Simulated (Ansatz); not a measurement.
# How far PBE and PBEsol part for hypothetical P-6m2 GaN

Consider GaN (space group P-6m2, No. 187; a = 2.980 Å, c = 2.685 Å; a hypothetical phase, not in the database extracts checked).

(Cell as relaxed with PBE.)

Levels (all Ansatz, a program for electronic structure, PAW): PBE (420 eV, scalar-relativistic without spin-orbit coupling); PBEsol (420 eV, scalar-relativistic without spin-orbit coupling).

Each level relaxes its own structure.

```json
[
 {"quantity": "volume per atom", "PBE": "10.32 Å³", "PBEsol": "___"},
 {"quantity": "lattice parameter a", "PBE": "2.980 Å", "PBEsol": "___"},
 {"quantity": "lattice parameter c", "PBE": "2.685 Å", "PBEsol": "___"},
 {"quantity": "band gap", "PBE": "zero", "PBEsol": "___"}
]
```

### Question
What does PBEsol give?

### Answer

- volume per atom, PBEsol: 9.94 Å³
- lattice parameter a, PBEsol: 2.940 Å
- lattice parameter c, PBEsol: 2.655 Å
- band gap, PBEsol: zero

PBE's volume per atom lies 0.38 Å³ above PBEsol's (3.9 %); PBE's lattice parameter a lies 0.040 Å above PBEsol's (1.4 %); PBE's lattice parameter c lies 0.0292 Å above PBEsol's (1.1 %); the two agree on the band gap. Neither level is exact; PBEsol is the comparison here, not a measurement.

No phonon test of stability was made. All final runs are without spin polarisation.
